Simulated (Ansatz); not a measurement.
**Harmonic thermodynamics of CdTe (zinc blende, F-43m)**

Per mole of formula units at the relaxed static volume; finite displacements on a 6×6×6 mesh, PBE density-functional theory in Ansatz (plane waves, PAW), k mesh 6×6×6; sums on an interpolated 12×12×12 mesh. Dynamical quadrupoles are not included in the interpolation of the phonons between the solved wave vectors. Spin-orbit coupling is not included. Zero-point energy 3.39 kJ/mol.

```csv
T (K),F_vib (kJ/mol),S (J/mol/K),C_V (J/mol/K)
100,1.20,46.8,41.9
150,-1.61,64.7,46.0
200,(withheld),(withheld),(withheld)
250,-9.38,88.9,48.4
300,-14.06,97.8,48.9
400,-24.57,111.9,49.3
600,-49.09,131.9,49.6
800,-76.98,146.2,49.7
1000,-107.38,157.3,49.8
```

### Question
Some entries are withheld; supply them.

### Answer

- 200, F_vib (kJ/mol): -5.20
- 200, S (J/mol/K): 78.2
- 200, C_V (J/mol/K): 47.6

No phase change or melting is allowed for: the numbers belong to this structure as given.

Ansatz is an electronic-structure program.
